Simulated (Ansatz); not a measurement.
Start from BN in the h-BN type structure (space group P6_3/mmc, No. 194; a = 2.500 Å, c = 6.411 Å; layered, stacked along the Cartesian z axis). Axes: x lies along a and z along c of the hexagonal cell.

Method: PBEsol-D3(BJ) (Ansatz, a program for electronic structure, PAW, without spin-orbit coupling).

Base values:

The band gap is 4.08 eV, the smallest direct gap is 4.49 eV and the shortest interatomic distance comes out as 1.444 Å.

Perturbation: the cell is compressed by 5.47 % along y with no lateral relaxation; the atoms relax in the strained cell.

Predict the new band gap.

The band gap decreases by 0.06 eV (4.08 eV → 4.02 eV).

What happens to the stress?

The stress (xx, yy, zz, yz, xz, xy; compression positive) amounts to (15.70, 56.30, -0.01, 0.00, 0.00, 0.00) GPa.

Predict the new smallest direct gap.

The smallest direct gap goes up by 0.02 eV, from 4.49 eV to 4.51 eV.

Estimate the effect on the shortest interatomic distance.

The shortest interatomic distance shrinks by 0.0563 Å to 1.387 Å.

Whether these cells are dynamically stable was not tested.
